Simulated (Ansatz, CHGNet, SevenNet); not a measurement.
How the equilibrium lattice constant a of Os (model structure, started from the diamond type, Fd-3m, No. 227, 2 atoms in the cell) moves with the method

No measured value is used here.

```json
[
 {"level (code)": "CHGNet 0.3.0", "value (Å)": "5.531"},
 {"level (code)": "CHGNet-r²SCAN", "value (Å)": "5.483"},
 {"level (code)": "SevenNet-0", "value (Å)": "5.684"},
 {"level (code)": "LDA (Ansatz)", "value (Å)": "5.472"},
 {"level (code)": "PBEsol (Ansatz)", "value (Å)": "5.501"},
 {"level (code)": "r²SCAN (Ansatz)", "value (Å)": "5.518"}
]
```

Density-functional levels without +SOC have no spin–orbit coupling. LDA, PBEsol, r²SCAN: the run has no spin polarisation, so it can have missed a magnetic state. Cutoffs differ between the levels. Ansatz's density-functional and Hartree–Fock values are scalar-relativistic unless marked +SOC, with PAW data made under PBE.

Machine-learned potentials (CHGNet 0.3.0, CHGNet-r²SCAN, SevenNet-0) are trained on DFT data: a solid inside that data is no test of them.

A model structure was made by putting elements into a prototype or built by hand; it is no filed structure, need not be a known phase, and can be a saddle point held by its symmetry.

Ansatz is an electronic-structure program.
